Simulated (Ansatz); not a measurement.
**Effective masses and thermopower of CdS under load (space group P6_3mc)**

Consider the following.

```yaml
crystal:
  lattice:
    - [4.16237, 0.00000, 0.00000]
    - [-2.08119, 3.60472, 0.00000]
    - [0.00000, 0.00000, 6.77211]
  atoms:
    - { symbol: Cd, position: [0.33333, 0.66667, 0.99921] }
    - { symbol: Cd, position: [0.66667, 0.33333, 0.49921] }
    - { symbol: S, position: [0.33333, 0.66667, 0.37579] }
    - { symbol: S, position: [0.66667, 0.33333, 0.87579] }
```

Computed with r2SCAN with spin-orbit coupling, rigid bands (plane waves, PAW; Ansatz, an electronic-structure program). Condition of this run: hydrostatic pressure of -1.6 GPa (compression positive) (the target of the relaxation). Geometry: cell and atoms relaxed with PBEsol, then loaded as said.

```json
{
 "band_gap": "1.62 eV",
 "electron conductivity mass (300 K, dilute)": "0.174 (x), 0.174 (y), 0.161 (z) mₑ",
 "hole conductivity mass (300 K, dilute)": "1.22 (x), 1.22 (y), 1.55 (z) mₑ",
 "effective density of states N_c (300 K)": "1.7e18 cm⁻³",
 "effective density of states N_v (300 K)": "5.1e19 cm⁻³",
 "density_of_states_mass_electrons": "0.166 mₑ",
 "density_of_states_mass_holes": "1.60 mₑ",
 "Seebeck coefficient, n-type 1e19 cm⁻³, 300 K": "-99 μV/K",
 "best n-type power factor at 300 K for τ = 10 fs (best axis; densities from 1e16 to 1e21 cm⁻³ tried, whether or not they can be reached)": "1.63 μW/(cm·K²) at 1e19 cm⁻³",
 "Seebeck coefficient, p-type 1e19 cm⁻³, 300 K": "387 μV/K",
 "best p-type power factor at 300 K for τ = 10 fs (best axis; densities from 1e16 to 1e21 cm⁻³ tried, whether or not they can be reached)": "11.6 μW/(cm·K²) at 3e20 cm⁻³"
}
```

Rigid bands; masses and Seebeck coefficients take one relaxation time τ for all states and one kind of carrier; polarons and phonon drag are left out. Geometry: cell and atoms relaxed with PBEsol.
